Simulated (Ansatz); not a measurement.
Consider this model of amorphous Si₂₄O₄₈Cu₂.

```
CuO24Si12
1.0
   10.35593     0.00000     0.00000
    0.00000    10.35593     0.00000
    0.00000     0.00000    10.35593
Si O Cu
24 48 2
Direct
  0.42319   0.76283   0.87834
  0.29070   0.73019   0.32704
  0.19851   0.93186   0.80525
  0.39975   0.48403   0.22853
  0.84849   0.37974   0.83469
  0.88312   0.17269   0.57093
  0.93651   0.92323   0.67621
  0.61387   0.10567   0.55938
  0.10348   0.46174   0.72775
  0.69701   0.41342   0.26298
  0.32122   0.50609   0.94389
  0.49530   0.53679   0.71893
  0.33932   0.14702   0.92781
  0.81181   0.76722   0.45392
  0.02399   0.85613   0.29072
  0.88272   0.64092   0.70456
  0.67090   0.36730   0.55803
  0.10325   0.19823   0.07693
  0.88345   0.36469   0.13845
  0.28439   0.50455   0.49834
  0.05456   0.97653   0.05505
  0.53469   0.97732   0.05642
  0.61828   0.15922   0.85057
  0.54267   0.89575   0.35938
  0.88298   0.38873   0.98637
  0.81278   0.64781   0.56202
  0.81130   0.31497   0.61179
  0.38405   0.63910   0.23693
  0.01151   0.19102   0.49169
  0.55153   0.44248   0.20946
  0.39379   0.04682   0.03881
  0.25979   0.07693   0.80996
  0.86724   0.88632   0.54181
  0.23075   0.24344   0.99259
  0.53148   0.01064   0.46776
  0.16566   0.78256   0.25086
  0.09321   0.90777   0.69042
  0.33062   0.44512   0.08973
  0.68827   0.43095   0.41746
  0.91550   0.74328   0.34036
  0.46938   0.21457   0.86861
  0.96531   0.88079   0.13751
  0.39780   0.83621   0.37410
  0.64301   0.06423   0.97747
  0.81494   0.53413   0.79947
  0.44068   0.46433   0.84688
  0.03164   0.30989   0.16370
  0.75700   0.10954   0.49476
  0.12979   0.89528   0.94228
  0.89813   0.07369   0.70241
  0.99510   0.11335   0.99014
  0.18331   0.42739   0.59402
  0.99309   0.35466   0.76716
  0.76066   0.27786   0.20099
  0.33995   0.66214   0.96264
  0.62398   0.47340   0.66270
  0.40031   0.54648   0.59713
  0.82415   0.49763   0.20929
  0.55946   0.25481   0.55284
  0.72418   0.27632   0.84132
  0.87506   0.79599   0.76931
  0.32581   0.84028   0.78431
  0.15131   0.06522   0.15235
  0.52575   0.68741   0.77611
  0.66406   0.79966   0.40141
  0.52403   0.84214   0.96990
  0.23146   0.64323   0.44645
  0.19176   0.47974   0.85842
  0.61618   0.06985   0.71631
  0.03460   0.60242   0.69690
  0.56573   0.94620   0.20791
  0.33744   0.42645   0.36657
  0.69090   0.77656   0.79414
  0.03971   0.03619   0.40097
```

Methods: PBE, scalar-relativistic without spin-orbit coupling (Ansatz, a first-principles code); r2SCAN, scalar-relativistic without spin-orbit coupling (Ansatz); HSE06, scalar-relativistic without spin-orbit coupling (Ansatz). Neutral PBE cell, which sets geometry, pressure and energy: sampling: a 2×2×2 Γ-centred mesh; Fermi-Dirac width 0.02 eV; no spin polarisation. Exact exchange is cut at the faces of this 10 Å cell, which leaves hybrid gaps a finite-size error.

It comes from a melt-quench run on a machine-learned potential (CHGNet), relaxed afterwards by DFT. O atoms were pushed apart under 1.9 Å during the dynamics, to hinder bonds among them. The hot cell started wider than the set density and was brought back towards it in steps. It is the lowest in DFT energy of 2 quenches. It is a model cell: composition and starting density were chosen by hand, and all elements were melted together. No dispersion term was used. Its density started from a set value of 2.35 and ended at 2.35 g/cm³. The simulated quench (nominally 320 K/ps over its main leg) is rapid and tends to freeze in more defects than a deposited or slowly cooled glass has. One small periodic cell is one sample of the glass; other quenches scatter about these values. The volume was held where the preparation left it.

### Question
Give the pressure, the energy against reference phases and the spacing of the highest filled and lowest empty levels.

### Answer

The pressure on a 2×2×2 Γ-centred mesh is -0.32 GPa and the largest force and stress component on that mesh (the relaxation ran on the zone centre alone) is 0.07 eV/Å and 1.8 GPa. The energy relative to alpha cristobalite + fcc Cu (lowest mix at this level among the phases computed, not always the ambient ones) comes out as 21.1 kJ/mol-atom. The level gap on a 2×2×2 Γ-centred mesh (PBE) comes out as 1.68 eV and the level gap at the zone centre (PBE) is 1.77 eV. The level gap at the zone centre (r2SCAN) is 2.03 eV, the level gap at the zone centre (HSE06) is 3.11 eV and the distance between the nearest levels spread over more than a fifth of the atoms or a third of the atoms of their main element (six at least) (PBE, zone centre) comes out as 4.75 eV.

### Question
At PBE and the zone centre, how localised are the states just below and above the Fermi level (participation number: the atoms over which a state spreads)?

### Answer
The highest filled state is spread over 1.9 atoms' worth, largest on Cu74, with weights by element (charge in smoothed Voronoi cells) Cu 0.73, O 0.19, Si 0.09. The lowest empty state is spread over 14.0 atoms' worth, largest on Cu73, with weights by element (charge in smoothed Voronoi cells) O 0.54, Cu 0.25, Si 0.21.

At PBE the levels at the filled edge of the gap are localised (band-tail or defect states), and the nearest spread-out levels lie 4.8 eV apart at the zone centre.

Neighbours within Si-Si 2.60 Å, Si-O 1.92 Å, Si-Cu 2.67 Å, O-O 1.58 Å, O-Cu 2.38 Å, Cu-Cu 2.90 Å count as bonded. Two cations that share two anions don't count as bonded, nor two that share one unless they lie closer than Si-Si 2.38 Å, Si-Cu 2.60 Å, Cu-Cu 2.82 Å.

Added carriers, by PBE, scalar-relativistic without spin-orbit coupling (Ansatz) on the zone centre alone. Charged cells keep the cell fixed and stand in a uniform background, with no image correction, at a width of 0.01 eV; where the count is odd the moment is locked at 1 μB, unless the neutral cell bore moments. Each starts from the undistorted neutral geometry alone. PBE's self-interaction favours spread-out carriers, so it can miss traps that a hybrid finds.

### Question
What happens at PBE when the cell takes an extra electron and the atoms relax?

### Answer
Relaxation lowers the charged cell by 0.40 eV. The largest moves are Cu73 1.96 Å, O35 0.38 Å, O57 0.21 Å, Si8 0.20 Å. The level that holds the added charge spreads over 5.8 atoms' worth, most on Cu73 (weight 0.37): a localised (trapped) carrier, which neighbours of that atom can share. Bonds broken: O61-Cu73. Bonds formed: O69-Cu73. Made neutral again at that geometry, the cell lies +1.50 eV from the neutral start (a closed shell was imposed there, with levels 0.30 eV apart, so this is an upper bound).

### Question
What happens at PBE when the cell takes a hole and the atoms relax?

### Answer
Relaxation lowers the charged cell by 1.00 eV. The largest moves are Cu74 0.59 Å, O29 0.32 Å, O33 0.30 Å, O63 0.24 Å. The level that was emptied spreads over 4.0 atoms' worth, most on Cu74 (weight 0.45): a localised (trapped) carrier, which neighbours of that atom can share. Bonds formed: O63-Cu74. Made neutral again at that geometry, the cell lies +0.92 eV from the neutral start (a closed shell was imposed there, with levels 0.51 eV apart, so this is an upper bound).
